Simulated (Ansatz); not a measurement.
**BaTe: energy against volume**

BaTe (rock salt, Fm-3m, 44.070 Å³/atom and stress up to 0.01 GPa in the relaxed cell, cube axes along x, y and z) under an equal strain ε along all three axes. PBE in Ansatz, a plane-wave DFT program (PAW, default set), 420 eV, 8×8×8 Γ-centred mesh, Fermi-Dirac smearing 0.05 eV; ions are relaxed, or left where forces stay under 0.02 eV/Å, within the symmetry of each cell.

Here V stands for volume and E for E less E0.

| volume (Å³/atom) | E less E0 (meV/atom) | pressure (GPa) |
|---|---|---|
| 40.2212 | ? | ? |
| 41.4781 | 15.18 | 1.98 |
| 42.1162 | 8.40 | 1.43 |
| 42.7608 | 3.67 | 0.92 |
| 43.4120 | 0.90 | 0.45 |
| 44.0697 | 0.00 | 0.00 |
| 44.7341 | 0.87 | -0.41 |
| 45.4051 | 3.42 | -0.80 |
| 46.0827 | 7.56 | -1.16 |
| 46.7671 | 13.23 | -1.49 |

Fit E of the 9 rows that show it with the third-order Birch-Murnaghan form, a cubic in V^(-2/3). With u = V^(-2/3) - 0.0802, the rows have u = 0.0032553, 0.0024102, 0.0015779, 0.0007581, -0.0000494, -0.0008450, -0.0016288, -0.0024009, -0.0031618. Least squares gives E = 0.004 + 140.3·u + 1378046·u² + 3411091·u³. Residuals (row less fit): -0.002, 0.005, 0.000, -0.004, 0.000, 0.003, 0.003, -0.003, 0.001; standard error 0.004 (degrees of freedom: 5). Its minimum lies at u = -0.0000509, so V0 = (0.0801491)^(-3/2) = 44.07. There d²E/du² = 2755000 and d³E/du³ = 2.047e7, so B0 = (4/9) × 44.07^(-7/3) × 2755000 × 0.160218 = 28.6 GPa (the last factor turns the table's units into GPa), and B0' = 4 + (2/3) × 0.0801491 × (2.047e7)/2755000 = 4.4. B0' rests on the cubic coefficient alone and has a standard error of 0.1 from these residuals.

Q: What does the fit predict for E at V = 40.2212, and how far is the calculated value from it?

A: u = 0.0049850, so E = 0.004 + 140.3 × 0.0049850 + 1378046 × 0.0049850² + 3411091 × 0.0049850³ = 35.371 meV/atom. The calculation gives 35.35 meV/atom, 0.021 meV/atom below the prediction (0.1 % of the range of E in the table). The row lies outside the fitted rows, so this is an extrapolation. The scatter of the fitted rows lies at the last printed digit.

Spin-orbit coupling is left out, which can shift these values for the heavy elements here. Other structures, which can take over under pressure, weren't tried. The same form fitted to the pressure column gives B0' = 4.4; series where the two differ by over 0.4 aren't shown. Rows are the converged runs of the series near zero and its far end, less any whose ions stayed unrelaxed beside relaxed ones; series whose fitted rows scatter by over a few per cent of the range, as at a crossing or softening among them, aren't shown in this form.
